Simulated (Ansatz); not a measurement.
Zinc-blende BeS, treated with BLYP (Ansatz, a quantum-chemistry and plane-wave program, PAW).

Numerical settings: plane-wave cutoff 520 eV, 12×12×12 k mesh, Fermi–Dirac smearing 0.01 eV, scalar-relativistic PAW data made under PBE.

Pressure at four volumes; x = ln(V/14.969 Å³). One pressure is withheld.

| V (Å³/atom) | x | P (GPa) |
|---|---|---|
| 14.071 | -0.0619 | 6.06 |
| 14.969 | 0.0000 | 0.00 |
| 15.568 | 0.0392 | -3.16 |
| 15.867 | 0.0583 | ? |

### Question
Pass a parabola P(x) through the three rows shown, estimate the bulk modulus and its pressure derivative near zero pressure, and predict the withheld pressure.

### Answer
Slopes between the rows: (0.00 − (6.06))/(0.0000 − (-0.0619)) = -97.90 and (-3.16 − (0.00))/(0.0392 − (0.0000)) = -80.61 GPa. Their difference over the span 0.1011 is c = 17.29/0.1011 = 171.0 GPa, so P(x) = 6.06 + (-97.90)(x − (-0.0619)) + 171.0 (x − (-0.0619))(x − (0.0000)). At the middle row B = −dP/dx = −[-97.90 + 171.0 × 0.0619] = 87.3 GPa, and B′ = dB/dP = 2c/B = 3.9. At x = 0.0583 the parabola gives -4.51 GPa; the run gives -4.53 GPa. The Birch–Murnaghan fit to the energies at all volumes has B0 = 87.0 GPa and B′ = 3.8.

Measured, for comparison: bulk modulus 105 GPa (room temperature, no zero-point or thermal correction; as tabulated in Narayana, Nesamony, Ruoff, Phys. Rev. B 56, no. 22 (1997)). Computed (rounded) less measured: bulk modulus -17 %.
